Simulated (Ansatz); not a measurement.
Ba2CuHgO4, pressure series

The parent structure is Ba₂CuHgO₄ (space group P4/mmm, No. 123; a cell from a computed database, its experimental status unchecked).

```
CELL_PARAMETERS angstrom
      3.85260     0.00000     0.00000
      0.00000     3.85260     0.00000
      0.00000     0.00000     9.55030
ATOMIC_POSITIONS crystal
  Ba 0.50000 0.50000 0.69656
  Ba 0.50000 0.50000 0.30344
  Cu 0.00000 0.00000 0.50000
  Hg 0.00000 0.00000 0.00000
  O  0.00000 0.00000 0.79351
  O  0.00000 0.00000 0.20649
  O  0.00000 0.50000 0.50000
  O  0.50000 0.00000 0.50000
```

Cell and atoms are relaxed at each pressure.

Calculations: PBEsol, PAW, 420 eV (Ansatz, a first-principles code; no spin-orbit coupling).

```
change               density  shortest interatomic distance
----------------  ----------  -----------------------------
base              7.06 g/cm³                        1.926 Å
pressure 0.3 GPa  7.09 g/cm³                        1.924 Å
pressure 0.7 GPa  7.13 g/cm³                        1.921 Å
pressure 1.5 GPa           ?                              ?
```

Complete the table.


- pressure 1.5 GPa, density: 7.21 g/cm³
- pressure 1.5 GPa, shortest interatomic distance: 1.916 Å

Load acts through the strain it causes; cell and atoms are relaxed under it. Stability against distortions was not tested. No Hubbard U is applied and the magnetic state is the run's own (Ba2CuHgO4 not spin-polarised); small cells can't hold the antiferromagnetic order that many such compounds have, so gaps and moments can be off. All final runs are without spin polarisation. An odd electron count without spin: Ba2CuHgO4.
